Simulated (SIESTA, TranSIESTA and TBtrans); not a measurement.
# Fe chain with one bond stretched by 0.3 Å

Junction: Fe chain with one bond stretched by 0.3 Å. Leads: straight Fe chain, spacing 2.25 Å. Geometry: as built, not relaxed.

TranSIESTA and TBtrans, PBE, DZP numerical orbitals (energy shift 0.15 eV), PseudoDojo norm-conserving scalar-relativistic potentials, mesh cutoff 200 Ry, 300 K, spin-polarised (collinear), no spin-orbit coupling; self-consistent non-equilibrium Green functions.

Conductance at 300 K (G0 = 2e²/h): 1.72
Thermopower (μV/K): -2.0
Mean T from −0.5 to 0.5 eV: 1.97
Spin polarisation of the conductance, (up − down)/(up + down): -0.42

Energies count from the leads' Fermi level. Transmissions are for each spin. The energy step is 0.01 eV; narrower resonances are cut or missed.

```csv
E (eV),T up,T down,lead channels up,down
-1.95,2.56,0.97,4,1
-1.80,2.41,0.98,4,1
-1.65,2.23,0.98,4,1
-1.50,2.01,0.99,4,1
-1.35,1.45,0.99,3,1
-1.20,1.00,0.99,1,1
-1.05,1.00,1.01,1,3
-0.90,1.00,1.37,1,3
-0.75,1.00,2.10,1,4
-0.60,1.00,2.56,1,4
-0.45,1.00,2.61,1,4
-0.30,1.00,2.46,1,4
-0.15,1.00,2.38,1,4
0.00,1.00,2.44,1,4
0.15,1.00,2.64,1,4
0.30,1.00,3.72,1,band edge
0.45,1.00,4.25,1,band edge
0.60,1.00,3.49,1,band edge
0.75,1.00,3.45,1,4
0.90,1.00,3.45,1,4
1.05,2.87,3.42,3,4
1.20,2.92,3.38,3,4
1.35,2.92,3.35,3,4
1.50,2.91,3.32,3,4
1.65,2.91,1.27,3,2
1.80,2.91,2.70,3,3
1.95,2.92,2.76,3,3
```

The magnetic order of the leads was set by the start, and no other order was tried; the separate lead runs end at 3.39 (left) and 3.39 (right) μB an atom. The straight chain is held at its spacing; free chains may zigzag or dimerise.
